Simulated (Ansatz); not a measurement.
**Bi on the P site (Bi_P) (zinc-blende BP host)**

All values below come from PBE, PAW (plane waves to 420 eV; Ansatz, an electronic-structure program). Cell and caveats: 64-site cell; 2×2×2 shifted k-points; start: the P site; no spin–orbit coupling; not converged in cell size.

Neighbours after relaxation, in Å: of the Bi atom: B 2.22, B 2.22, B 2.22, B 2.22.

| charge | moment (μB) | largest move off a lattice site (Å) |
|---|---|---|
| 0 | not spin-polarised | 0.25 |
